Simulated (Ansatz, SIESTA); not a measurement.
## One structure in several programs: ZrCrF₆ (P1, 8 atoms in the cell)

Self-consistent single point, at a second geometry (atoms moved at random). First geometry:

```
CELL_PARAMETERS angstrom
      0.00000     4.11266     4.11266
      4.11266     0.00000     4.11266
      4.11266     4.11266     0.00000
ATOMIC_POSITIONS crystal
  Zr 0.50000 0.50000 0.50000
  Cr 0.00000 0.00000 0.00000
  F  0.74565 0.25435 0.74565
  F  0.25435 0.74565 0.25435
  F  0.74565 0.25435 0.25435
  F  0.25435 0.74565 0.74565
  F  0.74565 0.74565 0.25435
  F  0.25435 0.25435 0.74565
```
Moments meant for the start (each program seeds them in its own way; μB, in the order of the atoms Zr Cr F F F F F F): 0.0 3.0 0.0 0.0 0.0 0.0 0.0 0.0.

Second geometry:
```
CELL_PARAMETERS angstrom
      0.00000     4.11266     4.11266
      4.11266     0.00000     4.11266
      4.11266     4.11266     0.00000
ATOMIC_POSITIONS crystal
  Zr 0.49855 0.49525 0.50627
  Cr 0.99384 0.01927 0.98538
  F  0.73781 0.25028 0.74287
  F  0.25762 0.74244 0.26165
  F  0.72966 0.26307 0.26432
  F  0.26209 0.74357 0.73885
  F  0.76557 0.73587 0.25576
  F  0.25486 0.25027 0.74490
```
Moments meant for the start (each program seeds them in its own way; μB, in the order of the atoms Zr Cr F F F F F F): 0.0 3.0 0.0 0.0 0.0 0.0 0.0 0.0.

Shared settings, as Ansatz (a program for electronic structure) writes them: kpoints.mp_grid.grid = 5 5 5; scf.occupations.method = fermi_dirac; scf.occupations.width = 0.1 eV. Potentials and cutoffs stand in the table.

| code | model | ΔF from the first geometry (meV/atom) | pressure (GPa) | largest force (eV/Å) | size of the net moment (μB/atom) | cutoff |
|---|---|---|---|---|---|---|
| SIESTA | GGA PBEsol, numerical atomic orbitals TZP, PseudoDojo PBEsol standard norm-conserving potentials (rewritten from UPF to PSML) | 26.1 | -3.18 | 1.741 | 0.50 | grid 300 Ry |
| Ansatz | PBEsol, PAW files made with PBE | 23.5 | -0.33 | 1.479 | 0.50 | default |

Size of the force on each atom (eV/Å): Sizes of forces hide their directions.

```csv
code,Zr1,Cr2,F3,F4,F5,F6,F7,F8
SIESTA,1.741,1.167,1.222,0.609,1.407,0.860,0.261,0.458
Ansatz,1.479,1.099,1.061,0.618,1.304,0.781,0.228,0.422
```

On Ansatz's run: with one magnetic atom in the cell only a parallel order is possible.

The spread over the programs that give each value: ΔF from the first geometry within 2.6 meV/atom; pressure within 2.85 GPa; largest force within 0.262 eV/Å; size of the net moment within 0.00 μB/atom.

SIESTA uses small atom-centred bases, whose incompleteness enters pressures, forces and empty levels differently from a plane-wave cutoff. Ansatz's pressure is given at a fixed set of plane waves, as the other plane-wave codes print theirs; with its correction for the finite basis it is -0.01 GPa (the shift of 0.32 GPa shows how far the cutoff is from converged).

The starting cell comes from a database of computed structures (which also holds hypothetical and non-ambient phases and stackings), without a prior relaxation at this level. Its lattice was rescaled by a random factor within 2.5 % of one. For this run, on top of that: atoms moved at random.

Keys are those of Ansatz 0.2.
